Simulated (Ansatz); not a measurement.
The starting structures come from a database of crystals and need not be the phases stable at ambient conditions.

The decay constant κ of evanescent states in the gap governs leakage through a thin film.

Given:

```
LaRbTa2O7
1.0
    5.53013     0.00000     0.00000
    2.76506    11.64743     0.00000
    2.76506    -0.65642     2.68602
Rb La Ta O
1 1 2 7
Cartesian
  2.76506   5.49551   1.34301
  2.76506   0.00000   0.00000
  5.53013   2.23865   0.54709
  5.53013   8.75236   2.13893
  0.00000   0.00000   0.00000
  6.91266   1.49179   1.78779
  4.14759   9.49922   0.89823
  4.14759   1.49179   1.78779
  6.91266   9.49922   0.89823
  5.53013   3.98952   0.97497
  5.53013   7.00149   1.71105
```

Space group of this cell: P4/mmm. The cell is taken as given; by r2SCAN its mean pressure is -4.3 GPa.

Transport runs along the normal of the first two printed cell vectors, the (111) plane of the conventional cell.

No gap correction and no spin-orbit coupling; mid-gap values are interpolated between computed energies.

Question: Estimate the band gap and the smallest decay constant κ at mid-gap that Ansatz (a first-principles code) with r2SCAN returns for this system.

Answer: Gap 2.78 eV on a 12×12×12 mesh; κ = 0.291 1/Å, at the zone centre.
